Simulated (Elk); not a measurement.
Band structure of La3Mg (I4/mmm, 4 atoms in the cell).

```yaml
crystal:
  lattice:
    - [-2.52641, 2.52641, 5.22940]
    - [2.52641, -2.52641, 5.22940]
    - [2.52641, 2.52641, -5.22940]
  atoms:
    - { symbol: La, position: [0.50000, 0.50000, 0.00000] }
    - { symbol: La, position: [0.25000, 0.75000, 0.50000] }
    - { symbol: La, position: [0.75000, 0.25000, 0.50000] }
    - { symbol: Mg, position: [0.00000, 0.00000, 0.00000] }
```

Method: LDA (PW92), all-electron FP-LAPW, Elk's shipped species files, default APW+lo basis in Elk.

Settings: stype = 0; swidth = 0.00499791 Ha; ngridk = 6 6 6; maxscl = 100.

The starting cell comes from a database of computed structures (which also holds hypothetical and non-ambient phases and stackings), without a prior relaxation at this level. Values depend on the basis (sphere radii, cutoffs, local orbitals), which need not be converged.

Levels in eV from the Fermi level, bands 18 to 25:
```csv
point,18,19,20,21,22,23,24,25
Γ,-1.72,-1.45,-0.83,-0.14,-0.14,0.44,1.09,1.09
X,-1.09,-0.85,-0.45,-0.12,0.18,0.95,1.00,1.35
Y,-1.33,-0.77,-0.32,-0.19,0.24,0.41,0.69,1.26
S,-1.41,-1.15,-0.79,-0.35,-0.26,0.33,0.70,1.52
Z,-1.91,-1.49,-0.97,-0.82,-0.82,-0.50,1.13,1.34
S1,-1.41,-1.15,-0.79,-0.35,-0.26,0.33,0.70,1.52
N,-1.68,-0.76,-0.67,-0.46,0.36,0.61,1.13,1.21
P,-1.09,-0.98,-0.98,0.40,0.40,0.78,1.42,1.42
Y1,-1.33,-0.77,-0.32,-0.19,0.24,0.41,0.69,1.26
```

Bands cross the Fermi level along this path, so the cell is metallic at this level.
